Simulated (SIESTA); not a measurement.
Worked example: self-consistent single point of Si2Mo (I4/mmm, 3 atoms in the cell) in SIESTA.

Method of the run: LDA PW92, numerical atomic orbitals TZP, PseudoDojo LDA standard norm-conserving potentials (rewritten from UPF to PSML) in SIESTA 5.4.2.

```yaml
crystal:
  lattice:
    - [-1.62424, 1.62424, 3.96203]
    - [1.62424, -1.62424, 3.96203]
    - [1.62424, 1.62424, -3.96203]
  atoms:
    - { symbol: Si, position: [0.66457, 0.66457, 0.00000] }
    - { symbol: Si, position: [0.33543, 0.33543, 0.00000] }
    - { symbol: Mo, position: [0.00000, 0.00000, 0.00000] }
```

Reference input (self-consistent single point, DFT, GGA PBE, numerical atomic orbitals TZP, PseudoDojo PBE standard norm-conserving potentials (rewritten from UPF to PSML)): XC.functional = GGA; XC.authors = PBE; potentials = PseudoDojo PBE standard; PAO.BasisSize = TZP; PAO.EnergyShift = 0.01 Ry; MeshCutoff = 350 Ry; kgrid.MonkhorstPack = 11 11 11; OccupationFunction = FD; ElectronicTemperature = 0.1 eV; MaxSCFIterations = 150; SCF.Mixer.Method = Broyden; SCF.Mixer.Weight = 0.25. This run's input differs from it in these lines:

```diff
@@ -1,2 +1,2 @@
-# files in the folder: Si.psml Mo.psml (PseudoDojo PBE standard)
+# files in the folder: Si.psml Mo.psml (PseudoDojo LDA standard)
 SystemName  Si2Mo
@@ -23,4 +23,4 @@
 
-XC.functional                GGA
-XC.authors                   PBE
+XC.functional                LDA
+XC.authors                   PW92
 PAO.BasisSize                TZP
```

Output, abridged:

```
        iscf     Eharris(eV)        E_KS(eV)     FreeEng(eV)     dDmax    Ef(eV) dHmax(eV)
   scf:    1    -2109.209151    -2139.156897    -2139.188655  1.480647 -3.194041 15.410990
   scf:    2    -2148.246500    -2147.441476    -2147.450410  0.294890 -4.381622  0.687233
   scf:    3    -2147.617671    -2147.557864    -2147.568303  0.032443 -4.346764  0.751496
   scf:    4    -2147.624752    -2147.597566    -2147.608392  0.040917 -4.452880  0.115283
   scf:    5    -2147.596366    -2147.598739    -2147.609959  0.013831 -4.462412  0.222116
   [... 5 lines left out ...]
   scf:   11    -2147.600556    -2147.600558    -2147.611701  0.000049 -4.486058  0.000263
   scf:   12    -2147.600556    -2147.600557    -2147.611701  0.000026 -4.486091  0.000160
   scf:   13    -2147.600556    -2147.600556    -2147.611701  0.000015 -4.486109  0.000100
   scf:   14    -2147.600556    -2147.600556    -2147.611701  0.000009 -4.486119  0.000063
SCF Convergence by DM+H criterion
max |DM_out - DM_in|         :     0.0000085341
max |H_out - H_in|      (eV) :     0.0000633217
SCF cycle converged after 14 iterations

Using DM_out to compute the final energy and forces

siesta: E_KS(eV) =            -2147.6006

siesta: E_KS - E_eggbox =     -2147.6006

siesta: Atomic forces (eV/Ang):
     1    0.000014    0.000014   -0.163179
     2   -0.000014   -0.000014    0.163179
     3    0.000000    0.000000   -0.000000
   Tot   -0.000000   -0.000000    0.000000
   Max    0.163179
   Res    0.076923    sqrt( Sum f_i^2 / 3N )
   Max    0.163179    constrained

Stress tensor Voigt[x,y,z,yz,xz,xy] (kbar):      131.80      131.80      126.28       -0.03       -0.03       -0.02
(Free)E + p*V (eV/cell)    -2151.0031
Target enthalpy (eV/cell)    -2147.6117

   [... lines left out ...]
siesta: FreeEng =     -2147.611701
   [... lines left out ...]
siesta:     0.082263   -0.000009   -0.000016
siesta:    -0.000009    0.082263   -0.000016
siesta:    -0.000016   -0.000016    0.078821

siesta: Cell volume =         41.809723 Ang**3

siesta: Pressure (static):
siesta:                Solid            Molecule  Units
siesta:          -0.00088346         -0.00084650  Ry/Bohr**3
siesta:          -0.08111526         -0.07772219  eV/Ang**3
siesta:        -129.96097174       -124.52466926  kBar
```

The run converged in 14 iterations. Against the reference run the pressure goes from -5.17 to -13.00 GPa and the largest force goes from 0.053 to 0.163 eV/Å.

The starting cell comes from a database of computed structures (which also holds hypothetical and non-ambient phases and stackings), without a prior relaxation at this level. Its lattice was rescaled by a random factor within 2.5 % of one. Spin polarisation is off. Values carry the incompleteness of an atom-centred basis. With a pressure of about -13 GPa the cell is away from its equilibrium volume at this level.

Cost on one core of a shared machine: roughly 5 min.
